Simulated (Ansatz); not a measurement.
Input and output of a relaxation of cell and atoms for Si2Mo (I4/mmm, 3 atoms in the cell) (Ansatz, a quantum-chemistry and plane-wave program).

Method: PBE, PAW files (plane waves; Ansatz).

```yaml
crystal:
  lattice:
    - [-1.57746, 1.57746, 3.84791]
    - [1.57746, -1.57746, 3.84791]
    - [1.57746, 1.57746, -3.84791]
  atoms:
    - { symbol: Si, position: [0.66457, 0.66457, 0.00000] }
    - { symbol: Si, position: [0.33543, 0.33543, 0.00000] }
    - { symbol: Mo, position: [0.00000, 0.00000, 0.00000] }
```

Reference input (self-consistent single point, DFT, PBE, plane waves, PAW files): basis.ecutwfc = 420 eV; kpoints.mp_grid.grid = 10 10 10; hamiltonian.xc = pbe; hamiltonian.pseudopotentials = {kind: paw} (an earlier, softer set of the program's PAW files); scf.occupations.method = cold; scf.occupations.width = 0.2 eV. This run's input differs from it in these lines:

Ansatz 0.2 input:
```diff
@@ -11,3 +11,3 @@
 basis:
-  ecutwfc: 420.0
+  ecutwfc: 590.0
 kpoints:
@@ -19,2 +19,4 @@
   occupations: { method: cold, width: 0.2 }
+relax:
+  cell: {}
 output:
```

Output, abridged:

```
   [... SCF lines of the steps left out ...]
relax step   1: F+E_penalty+E_count = -6229.05367530 eV  Δ(F+E_penalty+E_count) = +0.000e0 eV  max|allowed force component| = 1.957e-1 eV/Å  Δτ_max = 0.0000 Å  P = +14.810 GPa  Ω = 38.300 Å³  (7 SCF iters, dr2 threshold 1.00e-7 eV, accepted)
relax step   2: F+E_penalty+E_count = -6229.15937094 eV  Δ(F+E_penalty+E_count) = -1.057e-1 eV  max|allowed force component| = 3.735e-2 eV/Å  Δτ_max = 0.0034 Å  P = -1.360 GPa  Ω = 41.021 Å³  energy of the carried Pulay correction = -1.020e-4 eV  (5 [...]
   [... lines left out ...]
relax step   4: F+E_penalty+E_count = -6229.16128971 eV  Δ(F+E_penalty+E_count) = -2.812e-5 eV  max|allowed force component| = 6.555e-3 eV/Å  Δτ_max = 0.0006 Å  P = +0.005 GPa  Ω = 40.735 Å³  energy of the carried Pulay correction = -9.163e-5 eV  (3 [...]
relax step   5: F+E_penalty+E_count = -6229.16137781 eV  Δ(F+E_penalty+E_count) = -8.810e-5 eV  max|allowed force component| = 6.527e-3 eV/Å  Δτ_max = 0.0000 Å  P = +0.004 GPa  Ω = 40.735 Å³  stress off target by 5.64e-3 GPa  SCF on the basis [...]
basis re-selected at this cell: Δ(F+E_penalty+E_count) = -8.810e-5 eV, ΔP = -0.001 GPa vs the last step
the relaxation is at rest under the 16 symmetry operations that the run kept from its start: a minimum is not shown …
Stability not checked (fill_not_monotonic)
Free energy (F): -6229.161378 eV
Internal energy: -6229.162650 eV  (E = F + TS)
   [... lines left out ...]
Fermi energy:    15.686846 eV
  cell:  # Å, volume = 40.7348 Å³
   [... lines left out ...]
    - [1.608495399732966, -1.608495399732966, 3.9360993617797218]
    - [1.608495399732966, 1.608495399732966, -3.9360993617797218]
  atoms:
    - { symbol: Si, position: [0.6648707605693643, 0.6648707605693643, -2.308279275509328e-34] }
    - { symbol: Si, position: [0.3351292394306355, 0.3351292394306355, -2.9807325355234083e-34] }
    - { symbol: Mo, position: [-6.574491267032863e-20, -6.574491267032815e-20, 5.289011811032734e-34] }
```

The run converged. 

Summary of the result:
```
Quantity                                                                                                              Result
-----------------------------------------------  ---------------------------------------------------------------------------
Free energy E − TS (on the zero of these files)                                                                -6229.1614 eV
Fermi level (on the code's own zero)                                                                                15.69 eV
Pressure                                                                                                            0.00 GPa
Largest force (vector length)                                                                                     0.007 eV/Å
Final cell                                       a = 4.546 Å, b = 4.546 Å, c = 4.546 Å, α = 138.56°, β = 138.56°, γ = 60.05°
Final volume per atom                                                                                               13.58 Å³
Relaxation steps                                                                                                           5
```

The starting cell comes from a database of computed structures (which also holds hypothetical and non-ambient phases and stackings), without a prior relaxation at this level. Its lattice was rescaled by a random factor within 2.5 % of one. Spin polarisation is off. The relaxation keeps the symmetry of its start, so its end need not be a minimum. Ansatz's pressure includes its estimate of the finite-basis (Pulay) stress.

Cost on one core of a shared machine: roughly 50 s.
